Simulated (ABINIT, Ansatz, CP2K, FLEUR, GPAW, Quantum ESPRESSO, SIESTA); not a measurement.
# One structure in several programs: NiO₂ (P-3m1, 3 atoms in the cell)

Self-consistent single point.

```
NiO2
1.0
    2.72993     0.00000     0.00000
   -1.36496     2.36419     0.00000
    0.00000     0.00000     4.50466
Ni O
1 2
Direct
  0.00000   0.00000   0.50000
  0.66667   0.33333   0.70604
  0.33333   0.66667   0.29396
```

All programs got the same cell, k-point mesh and kind of occupations (some realise fixed ones as a very narrow smearing) (in Ansatz's words: kpoints.mp_grid.grid = 11 11 6; scf.occupations.method = fixed); potentials, basis and cutoffs are each program's usual ones.

```tsv
code	model	pressure (GPa)	largest force (eV/Å)	gap on the mesh (eV)	k-points	cutoff
CP2K	LDA (Pade form), GPW, DZVP-MOLOPT-SR-GTH basis, GTH-PADE potentials (GTH_POTENTIALS)	4.99	0.383	0.890	364	grid 600 Ry
Quantum ESPRESSO	LDA (PZ), GBRV 1.5 ultrasoft (LDA) pseudopotentials	5.36	0.305	0.953	84	50 Ry
SIESTA	LDA PW92, numerical atomic orbitals DZP, PseudoDojo LDA standard norm-conserving potentials (rewritten from UPF to PSML)	5.64	0.688	0.809	369	grid 300 Ry
FLEUR	LDA (Perdew-Zunger), all-electron FLAPW (FLEUR), scalar-relativistic valence	–	–	0.878	84	Kmax 4.8 1/bohr
ABINIT	LDA (PW92), PAW (JTH v2.0 LDA PAW)	-0.19	0.267	0.884	84	60 Ry
Ansatz	LDA (PW92), PAW files made with PBE	3.28	0.171	0.895	84	default
GPAW	LDA (Perdew-Wang 92), GPAW PAW datasets LDA (gpaw-data 1.0.1)	–	0.333	0.934	84	950 eV
```

A dash marks a value that a program does not give, or that is left out as unsure.

Gaps are read on the mesh.

The spread over the programs that give each value: pressure within 5.83 GPa; largest force within 0.517 eV/Å; gap on the mesh within 0.144 eV.

The starting cell comes from a database of computed structures (which also holds hypothetical and non-ambient phases and stackings), without a prior relaxation at this level. Its lattice was rescaled by a random factor within 2.5 % of one. On Ansatz's run: In the base run, with a pressure of about 4 GPa the cell is away from its equilibrium volume at this level.

Why do the programs differ, and what cannot be compared?

Differences of this kind can come from the potentials, where these differ, and from what each basis and cutoff leave unconverged. The valence holds different numbers of electrons (CP2K 30, Quantum ESPRESSO 30, SIESTA 30, FLEUR 28, ABINIT 30, Ansatz (a quantum-chemistry and plane-wave program) 30, GPAW 28). The zero of total energies and Fermi levels follows the potentials and each program's conventions, so they are not compared here. CP2K and SIESTA use small atom-centred bases, whose incompleteness enters pressures, forces and empty levels differently from a plane-wave cutoff. FLEUR treats all electrons, but the usual bases taken here (sphere radii, linearisation, local orbitals, empty states) were not tested for convergence, so the values are no reference for the others. Ansatz's pressure is given at a fixed set of plane waves, as the other plane-wave codes print theirs; with its correction for the finite basis it is 4.04 GPa (the shift of 0.76 GPa shows how far the cutoff is from converged). The pressure of GPAW is left out: its cutoff lies under the one at which its stress was checked. The same LDA comes in different parametrisations, which differ slightly. The programs reduce the same mesh by symmetry to different extents, which changes the work and not the result. In the force vectors, CP2K (by 0.096), SIESTA (by 0.402) and Ansatz (by 0.115) lie more than 0.08 eV/Å from the median of the plane-wave programs.

Keys are those of Ansatz 0.2.
